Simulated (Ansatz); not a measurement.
**hcp Ru (1 0 0) on beta Ga2O3 (-2 0 1) (film strained to the substrate, started from cuts of the bulks and a machine-learned relaxation; slabs Ga30O54 and Ru48, which can lie off the formulas)**

A periodic stack without vacuum, hcp Ru (1 0 0) on beta Ga2O3 (-2 0 1) (film strained to the substrate, started from cuts of the bulks and a machine-learned relaxation; slabs Ga30O54 and Ru48, which can lie off the formulas): substrate slab Ga30O54, film Ru48, surface cells [[-3, -2], [3, 1]] and [[0, -2], [3, -1]], film strained by -4.7 and +3.6 %, outermost planes O/O and Ru/Ru as cut, which need not be the usual terminations and can put a slab off its formula.

The start was prepared with a machine-learned potential, and the result is one local minimum, with the in-plane cell held and forces under 0.04 eV/Å; the film can end far from its bulk form.

These are PBE (plane waves to 420 eV, PAW; Ansatz, a quantum-chemistry and plane-wave program) values and carry that method's errors. Scalar-relativistic, without spin–orbit coupling; the runs are not spin-polarised; PBE gaps are too small against experiment. Its k-point mesh 4×4×1, Fermi–Dirac width 0.05 eV.

The interface area is 69.2 Å² and the period is 23.02 Å. The heights between the nearest atoms of the two slabs at the two interfaces is 0.97 and 0.97 Å and the O–Ru contacts across the interfaces within 1.22 times the sum of covalent radii is 42, mean 2.19 Å. The Ga–Ru contacts across the interfaces within 1.22 times the sum of covalent radii is 10, mean 2.97 Å.

```
Ga5Ru8O9
1.0
    8.79682     0.00024    -0.04492
    3.93361     7.86823     0.06150
   -0.98800     0.46190    23.02658
Ga O Ru
30 54 48
Direct
  0.23485   0.92027   0.06993
  0.56978   0.58585   0.07027
  0.91784   0.24807   0.06474
  0.02043   0.67209   0.11375
  0.34810   0.33667   0.10460
  0.68273   0.00204   0.10218
  0.68744   0.31779   0.19008
  0.02118   0.98903   0.19230
  0.35621   0.65264   0.19391
  0.37748   0.00761   0.18937
  0.70989   0.67391   0.19164
  0.04132   0.33916   0.19114
  0.04669   0.65677   0.27248
  0.37879   0.32219   0.27091
  0.71315   0.99054   0.27110
  0.82192   0.42278   0.31723
  0.15549   0.08903   0.31862
  0.48990   0.75747   0.31882
  0.49124   0.07203   0.40032
  0.82735   0.74044   0.39858
  0.15871   0.40581   0.39801
  0.18122   0.76194   0.39968
  0.51244   0.42692   0.39582
  0.84755   0.09056   0.39747
  0.84815   0.40746   0.47592
  0.18625   0.07787   0.48753
  0.52045   0.74291   0.48504
  0.63384   0.15911   0.51981
  0.95069   0.83155   0.52507
  0.29838   0.49359   0.51932
  0.36231   0.01847   0.03588
  0.65396   0.68856   0.01310
  0.02308   0.34084   0.01614
  0.91143   0.55403   0.14554
  0.24341   0.22319   0.14452
  0.58199   0.88533   0.14365
  0.24680   0.89283   0.15027
  0.58148   0.55814   0.14969
  0.91539   0.22631   0.14627
  0.00292   0.68442   0.03316
  0.32187   0.35772   0.02177
  0.69776   0.01486   0.01880
  0.57850   0.22455   0.13045
  0.91092   0.89881   0.13405
  0.25326   0.55871   0.13401
  0.68661   0.36578   0.04063
  0.02014   0.02824   0.03445
  0.34957   0.71002   0.03696
  0.15032   0.77181   0.23617
  0.48710   0.43569   0.23630
  0.81727   0.10745   0.23581
  0.71837   0.30776   0.35357
  0.05136   0.97218   0.35394
  0.38161   0.64399   0.35345
  0.05245   0.64357   0.35399
  0.38471   0.30920   0.35305
  0.72072   0.97433   0.35305
  0.81610   0.43611   0.23571
  0.14796   0.10521   0.23666
  0.48400   0.77043   0.23665
  0.38380   0.97902   0.34449
  0.71802   0.64356   0.34399
  0.04975   0.31116   0.34363
  0.48486   0.10068   0.24520
  0.81889   0.76846   0.24607
  0.15066   0.43598   0.24571
  0.95714   0.52552   0.44414
  0.28684   0.19459   0.44607
  0.62515   0.85628   0.44511
  0.50598   0.06126   0.55385
  0.84573   0.73869   0.57373
  0.21448   0.39103   0.57653
  0.86540   0.39540   0.55652
  0.17176   0.06501   0.57096
  0.54658   0.72223   0.56785
  0.62207   0.18657   0.43948
  0.95313   0.85342   0.44354
  0.28707   0.52164   0.43996
  0.18195   0.71379   0.54907
  0.51869   0.36941   0.55264
  0.84808   0.05093   0.55580
  0.29008   0.85534   0.45922
  0.61535   0.52078   0.45573
  0.95778   0.18055   0.45584
  0.61883   0.88364   0.62005
  0.13645   0.88217   0.62818
  0.95761   0.21163   0.61881
  0.44671   0.23160   0.62187
  0.77187   0.55840   0.62117
  0.26554   0.55894   0.63264
  0.45859   0.71443   0.65917
  0.94474   0.72354   0.66029
  0.79238   0.05432   0.65851
  0.29373   0.05389   0.65867
  0.61937   0.38443   0.66095
  0.11191   0.38368   0.66145
  0.71348   0.71358   0.72696
  0.21427   0.71434   0.72695
  0.05059   0.04343   0.72494
  0.54809   0.04711   0.72240
  0.88101   0.37839   0.72337
  0.38115   0.37992   0.72659
  0.55231   0.54229   0.75936
  0.04842   0.54460   0.76009
  0.88869   0.87693   0.75921
  0.38968   0.87828   0.75882
  0.72276   0.20847   0.75869
  0.22075   0.20848   0.75981
  0.82032   0.53526   0.82963
  0.31651   0.53748   0.83034
  0.14581   0.87147   0.83088
  0.64818   0.87129   0.82986
  0.98004   0.20294   0.83034
  0.47916   0.20162   0.83091
  0.65450   0.36539   0.86272
  0.15534   0.36623   0.86273
  0.98776   0.70146   0.86627
  0.48738   0.70002   0.86312
  0.81838   0.03651   0.86463
  0.32075   0.03264   0.86715
  0.92395   0.35630   0.92944
  0.41016   0.36522   0.93056
  0.24858   0.69568   0.92877
  0.75647   0.69647   0.92826
  0.07661   0.02574   0.93085
  0.57535   0.02593   0.93106
  0.73295   0.19741   0.96152
  0.24972   0.19619   0.96964
  0.09629   0.52147   0.96848
  0.60326   0.52069   0.95697
  0.91209   0.86808   0.97090
  0.42187   0.84824   0.96776
```
